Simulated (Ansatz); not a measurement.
## ScIr$_{3}$ (Pm-3m): band-structure transport figures

Input:

```yaml
crystal:
  lattice:
    - [3.89629, 0.00000, 0.00000]
    - [0.00000, 3.89629, 0.00000]
    - [0.00000, 0.00000, 3.89629]
  atoms:
    - { symbol: Sc, position: [0.00000, 0.00000, 0.00000] }
    - { symbol: Ir, position: [0.00000, 0.50000, 0.50000] }
    - { symbol: Ir, position: [0.50000, 0.00000, 0.50000] }
    - { symbol: Ir, position: [0.50000, 0.50000, 0.00000] }
```

Level of theory: PBEsol, rigid bands (plane waves, PAW, scalar-relativistic; Ansatz, an electronic-structure program). Cell: cell and atoms relaxed with PBEsol.

| Property | Result |
|---|---|
| density of states at the Fermi level | 4.61 states/(eV·cell), both spins |
| bare Sommerfeld coefficient | 2.7 mJ/(mol of atoms·K²) |
| Drude plasma energy | 6.6 eV |
| root-mean-square Fermi velocity | 4.6e5 m/s |
| resistivity times τ | 11.1 ×10⁻²² Ω·m·s |

A metal at this level (no band gap); rigid bands, thermally averaged at 300 K, both spins. Spin-orbit coupling is left out, which matters with elements this heavy. τ is one relaxation time for all states.

Computed structure with no diffraction record at hand here (it may be known, metastable or hypothetical): ScIr3 (Pm-3m).
